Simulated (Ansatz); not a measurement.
The parent structure is WSi$_{2}$ (space group I4/mmm, No. 139; a = 3.229 Å, c = 7.870 Å; relaxed with 0.1 eV smearing). Axes: x, y, z lie along a, b, c of the conventional cell.

Level of theory: PBE, PAW, 420 eV (Ansatz, a first-principles code; without spin-orbit coupling).

Now apply this change: the cell is scaled by 1.0100 in all directions; the atoms relax in the strained cell.

Q: Predict the stress tensor and what it implies for the stiffness.

A: Stress of the strained cell less that of the base (GPa, compression positive):
```
   -5.8     0.0     0.0
    0.0    -5.8     0.0
    0.0     0.0    -6.6
```

Then B = −ΔP/(ΔV/V₀) with ΔV/V₀ = 0.0303 gives secant stiffness values (nonlinear terms included at this strain): B (at held cell shape, above the free-shape value) ≈ 201 GPa.

As a check, the harmonic strain energy −½ V₀ Δσ:ε is 7.8 meV/atom; the computed energy rise is 8.1 meV/atom.

Whether these cells are dynamically stable was not tested. All final runs are without spin polarisation.
